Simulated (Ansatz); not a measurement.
AlRu under a change: uniaxial strain ε_zz = +0.50 %

Start from AlRu in the CsCl type structure (space group Pm-3m, No. 221; a = 2.955 Å; relaxed with 0.1 eV smearing). Axes: x, y, z lie along the cube axes.

Now apply this change: uniaxial strain ε_zz = +0.50 %, all other strain components held at zero, atoms relaxed at fixed cell.

Computed with Kohn–Sham DFT with the LDA functional, run in Ansatz (a program for electronic structure) with PAW and 420 eV plane waves, no spin-orbit coupling. Settings: 19×19×19 k-points, 0.1 eV Fermi–Dirac smearing.

The space group changes from Pm-3m (No. 221) to P4/mmm (No. 123) and the shortest interatomic distance goes up by 0.4 pm, from 255.9 pm to 256.3 pm. The energy goes up by 0.4 meV/atom and the pressure (mean of the normal stresses, compression positive) goes from zero to -1.1 GPa. The band gap is still zero and the stress (xx, yy, zz, yz, xz, xy; compression positive) is (-0.8, -0.8, -1.7, 0.0, 0.0, 0.0) GPa.

Final structure:

```
AlRu
1.0
    2.95452     0.00000     0.00000
    0.00000     2.95452     0.00000
    0.00000     0.00000     2.96929
Al Ru
1 1
Direct
  0.50000   0.50000   0.50000
  0.00000   0.00000   0.00000
```

Stability against distortions was not tested. All final runs are without spin polarisation.
